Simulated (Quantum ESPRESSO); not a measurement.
A self-consistent single point of Ta₂Co (P1, 6 atoms in the cell) with Quantum ESPRESSO.

Computed with PBEsol, PSlibrary PAW (PBE) pseudopotentials (plane waves; Quantum ESPRESSO).

The change in words: atoms moved at random. Reference geometry:
```
CELL_PARAMETERS angstrom
      3.04214    -3.04214     2.48276
      3.04214     3.04214     2.48276
     -3.04214    -3.04214     2.48276
ATOMIC_POSITIONS crystal
  Ta 0.17730 0.66135 0.16135
  Ta 0.82270 0.33865 0.83865
  Ta 0.50000 0.83865 0.66135
  Ta 0.50000 0.16135 0.33865
  Co 0.00000 0.75000 0.75000
  Co 0.00000 0.25000 0.25000
```

Reference input (self-consistent single point, DFT, PBEsol, plane waves, PSlibrary PAW (PBE) pseudopotentials): ecutwfc = 50 Ry; ecutrho = 300 Ry; occupations = smearing; smearing = fd; degauss = 0.0073499 Ry; input_dft = pbesol; potentials = {Ta: Ta.pbe-spn-kjpaw_psl.1.0.0.UPF, Co: Co.pbe-n-kjpaw_psl.1.0.0.UPF}; K_POINTS = automatic 6 6 6 0 0 0; conv_thr = 1e-09 Ry. This run's input differs from it in these lines:

```diff
@@ -8,5 +8,3 @@
 &system
-  ibrav = 7,
-  celldm(1) = 11.49762287,
-  celldm(3) = 0.8161228609,
+  ibrav = 0,
   nat = 6,
@@ -26,9 +24,13 @@
 Co    58.9332  Co.pbe-n-kjpaw_psl.1.0.0.UPF
+CELL_PARAMETERS angstrom
+  -3.04214000     3.04214000     2.48276000
+   3.04214000    -3.04214000     2.48276000
+   3.04214000     3.04214000    -2.48276000
 ATOMIC_POSITIONS crystal
-Ta   -0.82270000    0.66135000    0.16135000
-Ta   -0.17730000    0.33865000    0.83865000
-Ta   -0.50000000    0.83865000    0.66135000
-Ta   -0.50000000    0.16135000    0.33865000
-Co    0.00000000    0.75000000    0.75000000
-Co    0.00000000    0.25000000    0.25000000
+Ta    0.15498500    0.66261000    0.82309800
+Ta    0.82047300    0.32949500    0.17408700
+Ta    0.67543100    0.84294900    0.50281300
+Ta    0.33903900    0.15697000    0.49996100
+Co    0.75604000    0.76061400   -0.00554000
+Co    0.25403300    0.24736200    0.00558100
 K_POINTS automatic
```

Log, with long lists cut:

```
     Self-consistent Calculation

     iteration #  1     ecut=    50.00 Ry     beta= 0.70

     total energy              =   -3189.74377747 Ry
     estimated scf accuracy    <       1.99505014 Ry

     iteration #  2     ecut=    50.00 Ry     beta= 0.70

     total energy              =   -3186.62423448 Ry
     estimated scf accuracy    <      86.98878935 Ry

     iteration #  3     ecut=    50.00 Ry     beta= 0.70

     total energy              =   -3191.20448992 Ry
     estimated scf accuracy    <       0.03515922 Ry

   [... 9 blocks of this kind left out ...]

     iteration # 13     ecut=    50.00 Ry     beta= 0.70

     total energy              =   -3191.23472878 Ry
     estimated scf accuracy    <          4.2E-09 Ry

     iteration # 14     ecut=    50.00 Ry     beta= 0.70
     c_bands:  1 eigenvalues not converged
     End of self-consistent calculation

     Number of k-points >= 100: set verbosity='high' to print the bands.

     the Fermi energy is    17.9290 ev

!    total energy              =   -3191.23472878 Ry
     estimated scf accuracy    <          4.6E-10 Ry
     smearing contrib. (-TS)   =      -0.01349148 Ry
     internal energy E=F+TS    =   -3191.22123730 Ry

     convergence has been achieved in  14 iterations

     Forces acting on atoms (cartesian axes, Ry/au):

     atom    1 type  1   force =    -0.01767595    0.01052630   -0.00643785
     atom    2 type  1   force =    -0.00396171    0.01469374    0.02771486
     atom    3 type  1   force =     0.00461652   -0.01835024   -0.01520503
     atom    4 type  1   force =     0.00155126    0.00389458    0.00836580
   [... lines left out ...]

     Total force =     0.065672     Total SCF correction =     0.000105

          total   stress  (Ry/bohr**3)                   (kbar)     P=      -44.10
  -0.00029558  -0.00000167  -0.00000628          -43.48       -0.25       -0.92
  -0.00000167  -0.00027910   0.00005460           -0.25      -41.06        8.03
  -0.00000628   0.00005460  -0.00032463           -0.92        8.03      -47.76

   JOB DONE.
```

The run converged in 14 iterations. Against the reference run the free energy rises by 15.8 meV/atom, the pressure goes from -5.17 to -4.41 GPa and the largest force goes from 0.004 to 0.924 eV/Å. The full log also holds: “c_bands:  1 eigenvalues not converged”.

The starting cell comes from a database of computed structures (which also holds hypothetical and non-ambient phases and stackings), without a prior relaxation at this level. For this run, on top of that: atoms moved at random. Spin-orbit coupling is off. Spin polarisation is off. With a pressure of about -4 GPa the cell is away from its equilibrium volume at this level.

Cost on one core of a shared machine: roughly 8 min.
